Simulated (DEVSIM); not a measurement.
Structure: Ti/SiO2/p-Ge capacitor, at 300 K.

Layer 1 from the left is SiO2, thickness (nm) 3.70. Layer 2 from the left is Ge, thickness (nm) 820, Na (cm⁻³) 5.2e17.

Metal gate on the left, work function 4.33 eV. Fixed charge at the semiconductor interface 0 cm⁻² (in units of +e); no interface traps.

Constants are typed, rounded textbook-type inputs, not results; the design itself was drawn at random and stands for no fabricated device. Values at 300 K.

SiO2: gap (eV) 9, affinity (eV) 0.9, permittivity 3.9. Ge: gap (eV) 0.664, affinity (eV) 4, permittivity 16, Nc (cm⁻³) 1.04e19, Nv (cm⁻³) 6e18.

Model (solved in DEVSIM): 1D Poisson equation in equilibrium, Boltzmann statistics, complete ionisation; no quantum confinement or tunnelling. Metal contacts follow the ideal Schottky-Mott rule: no Fermi-level pinning, no interface dipoles.

### Question
What does the simulation give for the threshold voltage (band bending 2φF)?

### Answer
threshold voltage (band bending 2φF) 0.63 V.
